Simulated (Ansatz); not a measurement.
Consider ZnSe in the zinc blende structure (space group F-43m, No. 216; a = 5.665 Å).

The change: a negative pressure, −1 GPa.

Levels (all Ansatz, an electronic-structure program, PAW): r2SCAN (500 eV, no spin-orbit coupling); HSE06 (420 eV, spin-orbit coupling left out).

The geometry is relaxed with r2SCAN.

| Property | Result |
|---|---|
| r2SCAN lowest conduction level above the VBM at special points | Γ 1.80 eV; L 3.02 eV; X 3.37 eV |

### Question
Predict the lowest conduction level above the VBM at special points from HSE06.

### Answer
The lowest conduction level above the VBM at special points changes from Γ 1.80 eV; L 3.02 eV; X 3.37 eV to Γ 2.35 eV; L 3.62 eV; X 3.88 eV.

Single points use the geometry relaxed with r2SCAN. Their cutoffs differ, which shifts pressures a little. The levels and masses belong to the bands next to the band gap. Load acts through the strain it causes; cell and atoms are relaxed under it. Whether these cells are dynamically stable was not tested.
